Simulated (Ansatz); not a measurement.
The starting structures come from a database of crystals and need not be the phases stable at ambient conditions.

 Where the default PAW files enter, the runs use the earlier of Ansatz's two default sets.

The decay constant κ of evanescent states in the gap governs leakage through a thin film.

```yaml
crystal:
  lattice:
    - [6.30497, 0.00000, 0.00000]
    - [-3.15248, 5.46026, 0.00000]
    - [3.15248, 1.82009, 5.14798]
  atoms:
    - { symbol: K, position: [0.50000, 0.25000, 0.25000] }
    - { symbol: K, position: [0.50000, 0.75000, 0.75000] }
    - { symbol: Na, position: [0.00000, 0.50000, 0.50000] }
    - { symbol: Y, position: [0.00000, 0.00000, 0.00000] }
    - { symbol: F, position: [0.00000, 0.75560, 0.24440] }
    - { symbol: F, position: [0.00000, 0.24440, 0.75560] }
    - { symbol: F, position: [0.00000, 0.24440, 0.24440] }
    - { symbol: F, position: [0.00000, 0.75560, 0.75560] }
    - { symbol: F, position: [0.51120, 0.75560, 0.24440] }
    - { symbol: F, position: [0.48880, 0.24440, 0.75560] }
```

Space group of this cell: Fm-3m. The cell is taken as given; by r2SCAN its mean pressure is -2.7 GPa.

Transport runs along the normal of the first two printed cell vectors, the (111) plane of the conventional cell.

The gap is the functional's own, uncorrected, and κ follows it; spin-orbit coupling is left out. Mid-gap values are interpolated between the computed energies.

### Question
Estimate the band gap and the smallest decay constant κ at mid-gap that Ansatz (a first-principles code) with r2SCAN returns for this system.

### Answer
Gap 7.06 eV on a 8×8×8 mesh; κ = 0.574 1/Å, at the zone centre.
